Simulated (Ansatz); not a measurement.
Consider MgTe in the wurtzite structure (space group P6_3mc, No. 186; a = 4.609 Å, c = 7.501 Å).

(Cell as relaxed with PBE.)

Levels (all Ansatz, a first-principles code, PAW, earlier PAW set): PBE (420 eV, spin-orbit coupling left out); PBEsol (420 eV, no spin-orbit coupling).

Each level relaxes its own structure.

| base | PBE | PBEsol |
|---|---|---|
| volume per atom | 34.49 Å³ | 33.38 Å³ |
| lattice parameter a | 460.9 pm | 456.1 pm |

Now apply this change: a negative pressure, −2 GPa.

| quantity | PBE | PBEsol |
|---|---|---|
| c/a ratio | 1.628 | (withheld) |
| lattice parameter a | 471.4 pm | (withheld) |

### Question
Given the PBE results, estimate those of PBEsol.

### Answer

- c/a ratio, PBEsol: 1.626
- lattice parameter a, PBEsol: 465.8 pm

PBE's c/a ratio lies 0.002 above PBEsol's; PBE's lattice parameter a lies 5.6 pm above PBEsol's (1.2 %). Neither level is exact; PBEsol is the comparison here, not a measurement.

Load acts through the strain it causes; cell and atoms are relaxed under it. Stability against distortions was not tested.
